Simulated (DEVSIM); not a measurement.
System: Al/HfO2/n-GaAs capacitor, at 400 K.

Layer 1 from the left is HfO2, thickness (nm) 2.90. Layer 2 from the left is GaAs, thickness (nm) 2700, Nd (cm⁻³) 5.6e16.

Metal gate on the left, work function 4.1 eV. Fixed charge at the semiconductor interface -1.2e11 cm⁻² (in units of +e); interface traps 3.6e11 cm⁻² eV⁻¹, uniform in energy, neutral level at 0.5 of the gap above the valence band.

Constants are typed, rounded textbook-type inputs, not results; the design itself was drawn at random and stands for no fabricated device. Values at 300 K; Nc and Nv go as T^1.5, mobilities as T to minus their exponent, the gap by Varshni's rule with the affinity fixed.

HfO2: gap (eV) 5.7, affinity (eV) 2.5, permittivity 22. GaAs: gap (eV) 1.424, affinity (eV) 4.07, permittivity 12.9, Nc (cm⁻³) 4.7e17, Nv (cm⁻³) 9e18, Varshni α (eV/K) 0.000541, Varshni β (K) 204.

Model (solved in DEVSIM): 1D Poisson equation in equilibrium, Boltzmann statistics, complete ionisation; no quantum confinement or tunnelling. Metal contacts follow the ideal Schottky-Mott rule: no Fermi-level pinning, no interface dipoles.

Problem. What does the simulation give for the minimum of the low-frequency capacitance, the threshold voltage (band bending 2φF)?

Solution. minimum of the low-frequency capacitance 0.132 μF/cm²; threshold voltage (band bending 2φF) -1.18 V.
